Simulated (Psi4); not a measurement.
Psi4 1.11, TPSS/def2-svp: Sr(OMe)(SH)(OH2)2 (C[O][Sr](<-[OH2])(<-[OH2])[SH]), 14 atoms. The geometry is a generated start, not checked to be a minimum at this level.

| Quantity | Value |
|---|---|
| task | energy |
| method | tpss |
| basis | def2-svp |
| memory | 3 GB |
| maxiter | 100 |
| keys of the molecule block | symmetry c1 |
| scf_type | df (default) |
| e_convergence | 1e-06 (default) |
| d_convergence | 1e-06 (default) |
| dft_radial_points | 75 (default) |
| dft_spherical_points | 302 (default) |
| effective core potentials | those of the basis set, past Kr |
| basis functions | 137 |
| grid points | 299591 |

```xyz
14

Sr    -0.3143     0.1202     1.4829
O      0.4600    -0.2797    -0.4648
C      1.4243    -0.8508    -1.2817
H      1.6673    -1.8734    -0.9609
H      1.0622    -0.8997    -2.3184
H      2.3554    -0.2624    -1.2744
S     -0.0038    -1.5422     3.6154
H     -0.6932    -0.8647     4.5204
O     -2.1369    -0.1217    -0.1092
H     -1.3216    -0.4216    -0.5723
H     -2.3289     0.7234    -0.5335
O     -0.4045     2.1583    -0.5291
H      0.2153     2.8314    -0.8188
H      0.0188     1.2830    -0.7553
```

With the defaults (diis = true, scf_initial_accelerator = adiis, damping_percentage = 0, diis_max_vecs = 10, guess = auto, which took SAD, level_shift = 0, level_shift_cutoff = 0.01, diis_start = 1) it converges in 11 SCF iterations. One run each on 2 threads, with these changes:
- guess = sadno
- diis_max_vecs = 6
- diis_start = 4
- level_shift = 0.1, level_shift_cutoff = 0.001
- scf_initial_accelerator = none
- diis_max_vecs = 3
- diis_max_vecs = 20
- guess = huckel
- diis = false, scf_initial_accelerator = none, damping_percentage = 60

Problem. Which of these changes keep the SCF from converging, or lead it to another solution?

Solution. No convergence: diis = false, scf_initial_accelerator = none, damping_percentage = 60 (the run ends without SCF convergence in 100 iterations). The rest reach the solution of the defaults.

```
setting                                                                SCF iterations             end
---------------------------------------------------------------------  --------------  --------------
level_shift = 0.1, level_shift_cutoff = 0.001                                      10   same solution
the defaults                                                                       11   same solution
diis_max_vecs = 6                                                                  11   same solution
guess = sadno                                                                      11   same solution
diis_max_vecs = 20                                                                 11   same solution
scf_initial_accelerator = none                                                     11   same solution
guess = huckel                                                                     11   same solution
diis_max_vecs = 3                                                                  16   same solution
diis_start = 4                                                                     20   same solution
diis = false, scf_initial_accelerator = none, damping_percentage = 60             100  no convergence
```

1 further run of the study ended by our limits or in an error and is left out.
